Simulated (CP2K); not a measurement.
Worked example: self-consistent single point of Ba2As (I4/mmm, 6 atoms in the cell) in CP2K.

Method of the run: PBEsol, GPW, DZVP-MOLOPT-SR-GTH basis, GTH-PBE potentials (GTH_POTENTIALS) (CP2K).

```xyz
6
Lattice="9.7243 0.0000 0.0000 7.0422 6.7060 0.0000 -8.3832 -3.3530 3.6112" Properties=species:S:1:pos:R:3 pbc="T T T"
Ba     5.2970     2.1186     0.0000
Ba    11.4694     4.5873     0.0000
Ba    -0.6705     1.6765     1.8056
Ba     0.6705    -1.6765     1.8056
As     2.2174     0.8869     0.0000
As    14.5491     5.8191     0.0000
```

Reference input (self-consistent single point, DFT LDA (Pade form), GPW, DZVP-MOLOPT-SR-GTH basis, GTH-PADE potentials (GTH_POTENTIALS)): CUTOFF = 500 Ry; REL_CUTOFF = 50 Ry; SMEAR/METHOD = MARZARI_VANDERBILT; SIGMA = 0.272 eV; KPOINTS/SCHEME = MONKHORST-PACK 5 5 5; XC_FUNCTIONAL = PADE; Ba/BASIS_SET = DZVP-MOLOPT-SR-GTH-q10; Ba/POTENTIAL = GTH-PADE-q10; As/BASIS_SET = DZVP-MOLOPT-SR-GTH-q5; As/POTENTIAL = GTH-PADE-q5; METHOD = GPW; EPS_DEFAULT = 1e-10. This run's input differs from it in these lines:

```diff
@@ -42,3 +42,6 @@
     &XC
-      &XC_FUNCTIONAL PADE
+      &XC_FUNCTIONAL
+        &PBE
+          PARAMETRIZATION PBESOL
+        &END PBE
       &END XC_FUNCTIONAL
@@ -78,3 +81,3 @@
       BASIS_SET DZVP-MOLOPT-SR-GTH-q10
-      POTENTIAL GTH-PADE-q10
+      POTENTIAL GTH-PBE-q10
     &END KIND
@@ -82,3 +85,3 @@
       BASIS_SET DZVP-MOLOPT-SR-GTH-q5
-      POTENTIAL GTH-PADE-q5
+      POTENTIAL GTH-PBE-q5
     &END KIND
```

Log, with long lists cut:

```
 SCF WAVEFUNCTION OPTIMIZATION

  Step     Update method      Time    Convergence         Total energy    Change
     1 NoMix/Diag. 0.30E+00      -     1.75171698      -115.3977611483 -1.15E+02
     2 Broy./Diag. 0.30E+00      -     0.09597201      -114.5313959026  8.66E-01
     3 Broy./Diag. 0.30E+00      -     0.07726933      -114.5344312160 -3.04E-03
     4 Broy./Diag. 0.30E+00      -     0.01765105      -114.5142279097  2.02E-02
     5 Broy./Diag. 0.30E+00      -     0.00614995      -114.4413949799  7.28E-02
     6 Broy./Diag. 0.30E+00      -     0.00072385      -114.4537269420 -1.23E-02
   [... 5 lines left out ...]
    12 Broy./Diag. 0.30E+00      -     0.00000080      -114.4642389444  4.63E-05
    13 Broy./Diag. 0.30E+00      -     0.00000157      -114.4642391122 -1.68E-07
    14 Broy./Diag. 0.30E+00      -     0.00000013      -114.4642411963 -2.08E-06
    15 Broy./Diag. 0.30E+00      -     0.00000004      -114.4642413238 -1.28E-07
  *** SCF run converged in    15 steps ***

  Overlap energy of the core charge distribution:               0.00000000000000
  Self energy of the core charge distribution:               -236.08360422671427
  Core Hamiltonian energy:                                     46.84963442850933
  Hartree energy:                                              92.67387088306398
  Exchange-correlation energy:                                -17.90322415907777
  Smearing free energy correction:                             -0.00091824967749
  Fermi energy:                                                 0.24766108368748

  Total energy:                                              -114.46424132380236

                     Mulliken Population Analysis

 #  Atom  Element  Kind  Atomic population                           Net charge
   [... lines left out ...]

 STRESS| Analytical stress tensor [bar]
 STRESS|                        x                   y                   z
 STRESS|      x       -1.66429278102E+04  -2.05700348829E+03  -3.42647499490E-01
 STRESS|      y       -2.05700348829E+03  -1.23227413316E+04  -2.32699254612E-01
 STRESS|      z       -3.42647499490E-01  -2.32699254612E-01  -1.15000357889E+04
 STRESS| 1/3 Trace                                            -1.34885683102E+04
```

The run converged in 15 iterations. Against the reference run the pressure goes from -2.75 to -1.35 GPa and the largest force goes from 0.124 to 0.111 eV/Å.

The starting cell comes from a database of computed structures (which also holds hypothetical and non-ambient phases and stackings), without a prior relaxation at this level. Values carry the incompleteness of an atom-centred basis. The potentials were made for another functional than the one used. The run gives no clean gap (levels at the Fermi energy touch, overlap or are partly filled at this smearing), which alone does not show that the compound is a metal.

Cost on one core of a shared machine: roughly 3 min.
